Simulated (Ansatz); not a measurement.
Point defect Mg on the Al site + N vacancy (Mg_Al+V_N) in wurtzite AlN

Computed with PBE, PAW (plane waves to 420 eV; Ansatz, a quantum-chemistry and plane-wave program). Cell: 96 sites, 3×2×2; final energies on a 2×2×2 shifted mesh. Sites at the start: the Al site; N 1.91 Å away, along c. Energies of charged states are corrected for periodic images (point charge plus alignment at distant sites). Dielectric constants: PBE linear response of the host. Host gap at this level: 4.03 eV. These values are not converged in cell size to better than tenths of an eV. The semilocal functional narrows the gap, so deep levels can fall outside it. Spin–orbit coupling is left out. Each state is the lowest found from its start.

Formation energies E_f are given with the Fermi level at the valence-band maximum. Chemical conditions: Al-rich (Δμ(Al) = 0.00 eV, Δμ(N) = -2.74 eV, Δμ(Mg) = -0.035 eV, bounded by Mg17Al12 (I-43m); only phases computed here count, gases as isolated molecules at 0 K). Reference phases: Al: fcc Al, Mg: hcp Mg, N: N2 molecule in a box.

```tsv
charge	moment (μB)	largest move off a lattice site (Å)	image correction with alignment (eV)	E_f, Al-rich (eV)
+2†	not spin-polarised	0.43	0.90	–
+1	1.0	0.21	0.26	1.82
0†	not spin-polarised	0.12	0.05	2.36
```

† Not settled in this cell, so no level is given: charge +2: no spin-polarised start tried; charge 0: a dipole correction that the other charges lack.

Flagged in the runs: a host whose relaxation on this sampling wasn't shown to rest, a strain field that reaches the edge of the cell.

All states together cost roughly 50 core-minutes.
